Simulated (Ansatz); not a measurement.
Base system: BaTiO$_{3}$ in the cubic perovskite structure (space group Pm-3m, No. 221; a = 3.970 Å). Axes: x, y, z lie along the cube axes.

Method: PBEsol (Ansatz, a quantum-chemistry and plane-wave program), no SOC.

Before the change:

```
Property      Value
--------  ---------
Band gap    1.82 eV
Pressure  -0.01 GPa
```

One thing is altered: uniaxial strain ε_zz = +1.80 %, all other strain components held at zero, atoms relaxed at fixed cell.

### Question
How does this affect the band gap?

### Answer
The band gap falls by 0.08 eV (1.82 eV → 1.74 eV).

### Question
Predict the new pressure.

### Answer
The pressure (mean of the normal stresses, compression positive) drops by 3.01 GPa (-0.01 GPa → -3.02 GPa).

Stability against distortions was not tested. All final runs are without spin polarisation. Many cubic perovskites are stable only at high temperature; tilts and polar distortions were not tested. This is not the structure that BaTiO3 has at room temperature and ambient pressure.
